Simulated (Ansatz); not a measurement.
For ScPd3N (model structure, started from the Ni3MgC type, Pm-3m, No. 221, 5 atoms in the cell), PBEsol (plane waves, PAW; Ansatz, a first-principles code) gives:

| Property | Value |
|---|---|
| lattice parameter a | 4.144 Å |
| bulk modulus B0 | 183 GPa |
| cohesive energy | 4.94 eV/atom |

Q: What does r²SCAN (Ansatz, plane waves, PAW) give for the same quantities?

A: 
- lattice constant a: 4.177 Å (increases by 0.8 %)
- bulk modulus: 173 GPa (falls by 5.5 %)
- cohesive energy: 4.47 eV/atom (drops by 0.47 eV/atom)

Changes are worked out from the printed values.

Unless a cell is named, each level is at its own relaxed cell (PBEsol 14.23, r²SCAN 14.58 Å³/atom).

Caveats: the bulk modulus is −V dP/dV from two relaxed cells at ±2 % in volume (PBEsol, r²SCAN). Ansatz's density-functional and Hartree–Fock values are scalar-relativistic unless marked +SOC, with PAW data made under PBE.

A model structure was made by putting elements into a prototype or built by hand; it is no filed structure, need not be a known phase, and can be a saddle point held by its symmetry.
